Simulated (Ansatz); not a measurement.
The reference is PbSe in the rock salt structure (space group Fm-3m, No. 225).

```yaml
crystal:
  lattice:
    - [0.00000, 3.08901, 3.08901]
    - [3.08901, 0.00000, 3.08901]
    - [3.08901, 3.08901, 0.00000]
  atoms:
    - { symbol: Se, position: [0.00000, 0.00000, 0.00000] }
    - { symbol: Pb, position: [0.50000, 0.50000, 0.50000] }
```

Levels (all Ansatz, a quantum-chemistry and plane-wave program, PAW): r2SCAN (500 eV, no spin-orbit coupling); HSE06 (420 eV, scalar-relativistic without spin-orbit coupling).

The geometry is relaxed with r2SCAN.

```
Item               Value
---------------  -------
r2SCAN band gap  0.67 eV
```

What does HSE06 give at this geometry for the band gap?

The band gap rises by 0.126 eV (0.67 eV → 0.79 eV).

Single points use the geometry relaxed with r2SCAN. The hybrid gap comes from the SCF mesh plus the semilocal run's edge points and a few special points and is an upper bound. With Pb present, leaving out spin-orbit coupling can change the band edges. No phonon test of stability was made.
